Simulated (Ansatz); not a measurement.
We consider BiSb (R3m, No. 160, 2 atoms in the cell; start mp-1227290), described by r²SCAN0 (Ansatz, a first-principles code, plane waves, PAW).

Run with plane-wave cutoff 520 eV, 8×8×8 k mesh, Fermi–Dirac smearing 0.01 eV, scalar-relativistic PAW data made under PBE.

Cell (relaxed with PBEsol):

```cif
data_BiSb
_chemical_formula_sum 'Sb1 Bi1'
_space_group_name_H-M_alt 'P 1'
_space_group_IT_number 1
_cell_length_a 4.57170
_cell_length_b 4.57170
_cell_length_c 4.57170
_cell_angle_alpha 57.977
_cell_angle_beta 57.977
_cell_angle_gamma 57.977
loop_
_space_group_symop_operation_xyz
  'x, y, z'
loop_
_atom_site_label
_atom_site_type_symbol
_atom_site_fract_x
_atom_site_fract_y
_atom_site_fract_z
_atom_site_occupancy
Sb1 Sb 0.76391 0.76391 0.76391 1
Bi1 Bi 0.23608 0.23608 0.23608 1
```

Task: What does this level give for the band gap, smallest direct gap on the k points sampled and Γ–Γ gap?

Result: 
- band gap: 0.50 eV (on the SCF k mesh)
- smallest direct gap on the k points sampled: 0.94 eV
- Γ–Γ gap: 5.58 eV

Note: cell and atoms aren't relaxed at this level (largest force component 0.45 eV/Å, pressure 0.4 GPa).

Spin–orbit coupling is not included; with these elements it can move the gap by several tenths of an eV or more.

Static lattice: no zero-point or thermal effects.

A start named mp-… is a Materials Project structure, which need not be a measured phase.
